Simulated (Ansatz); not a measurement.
## Hf under a change: biaxial strain −2.42 %, plane normal [001], relaxed out of plane

Base system: Hf in the hcp (Mg type) structure (space group P6_3/mmc, No. 194; a = 3.198 Å, c = 5.049 Å; relaxed with 0.1 eV smearing). Axes: x lies along a and z along c of the hexagonal cell.

Now apply this change: biaxial strain −2.42 %, plane normal [001], relaxed out of plane (Cartesian); in-plane vectors clamped, the third vector and the atoms free.

Level of theory: r2SCAN (Ansatz, a quantum-chemistry and plane-wave program), no spin-orbit coupling. k-mesh 21×21×12 (Γ-centred); smearing 0.1 eV (Fermi–Dirac).

```csv
quantity,base,changed,shift
space group,P6_3/mmc (No. 194),P6_3/mmc (No. 194),–
shortest interatomic distance,3.128 Å,3.121 Å,-0.007 Å
"pressure (mean of the normal stresses, compression positive)",0.0 GPa,3.8 GPa,+3.8 GPa
band gap,zero,zero,–
out-of-plane strain,–,+1.60 %,–
ratio −ε⊥/ε∥,–,0.66,–
```

Cost of the whole job for the changed cell (relaxation, final SCF and bands): around 2.0 core-minutes (rough).

No phonon test of stability was made. The final runs are not spin-polarised.
